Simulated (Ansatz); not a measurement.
System: GaN (model structure, P6₂22, No. 180, 6 atoms in the cell). Method: HSE06+SOC in Ansatz (plane waves, PAW).

Settings: plane-wave cutoff 460 eV, 9×9×4 k mesh (along the axes of the cell as run), Fermi–Dirac smearing 0.01 eV, PAW data made under PBE.

Cell (relaxed with PBEsol):

```yaml
crystal:
  lattice:
    - [3.12517, 0.00000, 0.00000]
    - [-1.56259, 2.70648, 0.00000]
    - [0.00000, 0.00000, 7.35852]
  atoms:
    - { symbol: Ga, position: [0.50008, 0.00000, 0.66667] }
    - { symbol: Ga, position: [0.00000, 0.50008, 0.33333] }
    - { symbol: Ga, position: [0.49992, 0.49992, 0.00000] }
    - { symbol: N, position: [0.50003, 0.00000, 0.16667] }
    - { symbol: N, position: [0.00000, 0.50003, 0.83333] }
    - { symbol: N, position: [0.49997, 0.49997, 0.50000] }
```

### Question
Estimate the band gap that the calculation returns.

### Answer

* **band gap**: 2.67 eV (on the SCF k mesh)

Note: the relaxation could raise the start's symmetry but not lower it, so the cell can be a saddle point; cell and atoms aren't relaxed at this level (pressure -0.5 GPa).

The result took around 50 core-minutes (rough).

A model structure was made by putting elements into a prototype or built by hand; it is no filed structure, need not be a known phase, and can be a saddle point held by its symmetry.

Ansatz is a quantum-chemistry and plane-wave program.
